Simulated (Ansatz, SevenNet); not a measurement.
**Equilibrium lattice constant a of rock-salt ZrN: levels of theory against measurement**

Reference value: 4.575 Å (measured, temperature not stated, not corrected to a static lattice, relaxed epitaxial film; as tabulated in Mei et al., J. Vac. Sci. Technol. A 31, 061516 (2013)).

```csv
level (code),value (Å)
SevenNet-l3i5 (SevenNet),4.615
LDA (Ansatz),[?]
PBE (Ansatz),[?]
PBEsol (Ansatz),4.552
PBE-D3(BJ) (Ansatz),[?]
PBE-D4 (Ansatz),4.567
rVV10 (Ansatz),4.628
HSE06 (Ansatz),4.562
PBE0 (Ansatz),4.562
```

Task: Some entries are withheld; supply them.

Result: 
- LDA (Ansatz, a quantum-chemistry and plane-wave program), value (Å): 4.525
- PBE (Ansatz), value (Å): 4.595
- PBE-D3(BJ) (Ansatz), value (Å): 4.559

Differences against the reference: SevenNet-l3i5 +0.87 %, LDA -1.09 %, PBE +0.44 %, PBEsol -0.50 %, PBE-D3(BJ) -0.35 %, PBE-D4 -0.17 %, rVV10 +1.16 %, HSE06 -0.28 %, PBE0 -0.28 %.

The reference's temperature isn't stated, so close values are not ranked against it.

The reference has no zero-point or thermal correction, while the calculations are for a static lattice, so the differences are not the levels' errors alone. A static lattice is as a rule a little smaller than the measured one.  Cutoffs and k meshes differ between the levels. Ansatz's density-functional and Hartree–Fock values are scalar-relativistic unless marked +SOC, with PAW data made under PBE.

Machine-learned potentials (SevenNet-l3i5) are trained on DFT data, which may include these solids.

Differences are worked out from the printed values.
